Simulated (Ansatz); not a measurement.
Take PbI2 in the CdI2 type structure (space group P-3m1, No. 164; a = 4.4389 Å, c = 6.7413 Å; layered) as the base.

All numbers come from PBEsol-D3(BJ)/PAW in Ansatz (a first-principles code), no spin-orbit coupling.

Base values:

| Item | Value |
|---|---|
| Volume per atom | 38.35 Å³ |
| Band gap | 1.92 eV |
| Electron mass | 0.78 mₑ along k, 0.21 mₑ across (at A) |
| c/a ratio | 1.519 |
| Width of the top valence band | 1.30 eV |

Perturbation: every Pb is replaced by Si; the structure is relaxed again.

Task: Estimate the effect on the volume per atom, band gap, electron mass, c/a ratio and width of the top valence band.

Result: The volume per atom shrinks by 7.66 Å³, from 38.35 Å³ to 30.69 Å³; the band gap shrinks by 0.67 eV, from 1.92 eV to 1.25 eV; the electron mass changes from 0.78 mₑ along k, 0.21 mₑ across (at A) to 0.96 mₑ along k, 0.18 mₑ across (at A); the c/a ratio increases by 0.081, from 1.519 to 1.600; the width of the top valence band increases by 0.39 eV, from 1.30 eV to 1.69 eV.

With I and Pb present, leaving out spin-orbit coupling can change the band edges. Masses are band curvatures over ±0.01 Å⁻¹ around the edge. Along k means along the line from Γ to the band edge. Stability against distortions was not tested. As relaxed here, SiI2 is a hypothetical phase, not in the database extracts checked.
